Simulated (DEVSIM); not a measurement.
Device: illuminated Si n-on-p cell, one wavelength, at 300 K.

Layer 1 from the left is Si, thickness (μm) 0.0600, Nd (cm⁻³) 9.6e18, τn (s) 9.6e-8, τp (s) 4.8e-7, absorption coefficient (cm⁻¹) 260. Layer 2 from the left is Si, thickness (μm) 34.0, Na (cm⁻³) 1.1e16, τn (s) 3.2e-6, τp (s) 3.2e-6, absorption coefficient (cm⁻¹) 260.

Left contact: ohmic, minority hole recombination velocity 3e6 cm/s. Right contact: ohmic, minority electron recombination velocity 800 cm/s. Voltage is applied to the left contact. Recombination: SRH at mid-gap, radiative, Auger. Gap narrowing is on: ΔEg = 6.92 meV × (l + √(l² + 0.5)), l = ln(N/1.3e17 cm⁻³), shared equally by both band edges. Light enters at the left, 3.4e16 photons cm⁻² s⁻¹, one pass, no reflection. Mobility is constant in doping.

The device is made up for the run: typed textbook-type constants, with dimensions and the other settings drawn at random. Values at 300 K.

Si: gap (eV) 1.124, affinity (eV) 4.05, permittivity 11.7, Nc (cm⁻³) 2.86e19, Nv (cm⁻³) 3.1e19, μn (cm²/Vs) 1417, μp (cm²/Vs) 470, B (cm³/s) 4.7e-15, Cn (cm⁶/s) 2.8e-31, Cp (cm⁶/s) 9.9e-32.

DEVSIM, 1D drift-diffusion, Boltzmann statistics, complete ionisation; no tunnelling, impact ionisation, image-force lowering or self-heating.

Q: What does the simulation give for the potential step across the device at zero bias, the dark forward voltage at 1 A/cm²?

A: potential step across the device at zero bias 0.860 V; dark forward voltage at 1 A/cm² 0.635 V.
